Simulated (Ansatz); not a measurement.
Base system: WSe2 (space group P6_3/mmc, No. 194; a = 3.2790 Å, c = 12.7858 Å; layered, stacked along the Cartesian z axis).

All numbers come from PBE-D3(BJ) (Ansatz, a program for electronic structure, PAW, no spin-orbit coupling), earlier PAW set.

Base values:

The gap between the host's bands is 0.87 eV and the gap character is indirect, Γ → K–Γ (47 % along).

Now apply this change: 0.357 electrons added to each cell, a density of 3.0×10^21 cm⁻³, with a uniform compensating background at fixed cell and a 300 K Fermi–Dirac width.

What happens to the largest internal atomic displacement, gap between the host's bands, gap character and Fermi level from band edge?

The largest internal atomic displacement amounts to 0.013 Å; the gap between the host's bands decreases by 0.03 eV to 0.84 eV; the gap character remains indirect, Γ → K–Γ (47 % along); the Fermi level relative to the doped band's edge (positive inside the band; to 0.05 eV) comes out as +0.45 eV.

Carriers are added with a uniform compensating background; total energy and stress of such cells depend on the potential's zero and are not compared; many-body gap narrowing is missing at this level. Spin-orbit coupling, missing from the scalar runs, can matter with W. No phonon test of stability was made.
